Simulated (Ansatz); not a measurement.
End structure of the (111) surface of bcc W in its 1x1 cell, outermost plane spacing 0.92 Å in the ideal cut:

```yaml
crystal:
  lattice:
    - [4.50327, 0.00000, 0.00000]
    - [-2.25163, 3.89994, 0.00000]
    - [0.00000, 0.00000, 26.50000]
  atoms:
    - { symbol: W, position: [0.33333, 0.66667, 0.31954] }
    - { symbol: W, position: [0.66667, 0.33333, 0.34707] }
    - { symbol: W, position: [0.00000, 0.00000, 0.37356] }
    - { symbol: W, position: [0.33333, 0.66667, 0.41400] }
    - { symbol: W, position: [0.66667, 0.33333, 0.44670] }
    - { symbol: W, position: [0.00000, 0.00000, 0.48209] }
    - { symbol: W, position: [0.33333, 0.66667, 0.51791] }
    - { symbol: W, position: [0.66667, 0.33333, 0.55330] }
    - { symbol: W, position: [0.00000, 0.00000, 0.58600] }
    - { symbol: W, position: [0.33333, 0.66667, 0.62644] }
    - { symbol: W, position: [0.66667, 0.33333, 0.65293] }
    - { symbol: W, position: [0.00000, 0.00000, 0.68046] }
```

Slab: 12 atoms, 10.1 Å thick at the start (thin: gaps and levels are the slab's own); k 10x10x1, smearing 0.1 eV, dipole-corrected; all atoms relaxed; start symmetry kept, larger cells not searched; no spin, no spin-orbit, no U.

**Question.** Predict the work function of the top face from PBE in Ansatz (an electronic-structure program).

**Answer.** 4.12 eV

**Question.** What surface energy (mean of both faces) does PBE give?

**Answer.** 220 meV/Å²
